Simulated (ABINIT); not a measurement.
Converging the plane-wave cutoff: Pb (Fm-3m, 1 atom in the cell)

```
Pb
1.0
    0.00000     2.46758     2.46758
    2.46758     0.00000     2.46758
    2.46758     2.46758     0.00000
Pb
1
Direct
  0.00000   0.00000   0.00000
```

Computed with PBE, norm-conserving pseudopotentials (PseudoDojo nc-sr-05 PBE standard) (plane waves; ABINIT 10.0.3).

Base settings: pseudos = [Pb.upf]; ecut = 31 Ha; ixc = 11; occopt = 7; tsmear = 0.00367493 Ha; ngkpt = 5 5 5; nshiftk = 1; shiftk = 0 0 0; potentials = PseudoDojo nc-sr-05 PBE standard; nband = 12.

The second cell is the first with its lattice scaled by 0.98.

The mesh stays at the base's, so the ladder's end is converged at best in this setting alone.

Only quantities that move along the ladder and can be compared are tabulated.

The count of work is k-points × plane waves × bands × iterations; it is no time. 

The starting cell has typed, rounded lattice constants, without a prior relaxation at this level. Its lattice was rescaled by up to half a per cent. Without a gap this mesh is coarse (it stands for a supercell whose shortest vector is 17 Å).

Steps (ecut): 11 Ha; 12 Ha; 14 Ha; 16 Ha; 17 Ha; 19 Ha; 22 Ha; 25 Ha; 28 Ha; 31 Ha; 34 Ha; 38 Ha; 42 Ha; 47 Ha; 55 Ha; 62 Ha; 75 Ha.

**Question.** What is the coarsest ecut that holds the energy of the compressed cell less the first within 2 meV/atom of the last step, with all finer ones?

**Answer.** 22 Ha, at 0.16 of the last step's count of work; the step before is off by 5.3 meV/atom.

**Question.** What is the coarsest ecut that holds the free energy within 2 meV/atom of the last step, with all finer ones?

**Answer.** 28 Ha, at 0.23 of the last step's count of work; the step before is off by 7.6 meV/atom.

**Question.** What is the coarsest ecut that holds the pressure within 0.1 GPa of the last step, with all finer ones?

**Answer.** 28 Ha, at 0.23 of the last step's count of work; the step before is off by 0.46 GPa.

```csv
ecut,free energy less the last step's (meV/atom),energy of the compressed cell less the first (meV/atom),pressure (GPa),count of work / last
11 Ha,33897.30,495.32,-525.72,0.051
12 Ha,22868.40,-92.38,-409.35,0.065
14 Ha,9390.57,20.83,-220.24,0.073
16 Ha,3420.51,18.82,-102.48,0.089
17 Ha,1960.81,60.53,-65.59,0.097
19 Ha,577.37,49.39,-22.92,0.11
22 Ha,70.29,45.58,-1.92,0.16
25 Ha,7.58,43.86,1.79,0.19
28 Ha,1.69,44.13,2.19,0.23
31 Ha,0.87,44.11,2.24,0.27
34 Ha,0.74,44.12,2.24,0.27
38 Ha,0.51,44.11,2.24,0.36
42 Ha,0.22,44.11,2.24,0.47
47 Ha,0.14,44.11,2.25,0.55
55 Ha,0.06,44.11,2.25,0.70
62 Ha,0.03,44.11,2.25,0.75
75 Ha,0.00,44.11,2.25,1.0
```

The energy difference between the two cells stays within 1 meV/atom of the last step's from 25 Ha on, the total only from 31 Ha on: much of the error is common to both cells and cancels.

At the lowest cutoff the pressure lies 528 GPa under the last step's, the usual sign of Pulay stress in an incomplete plane-wave basis.
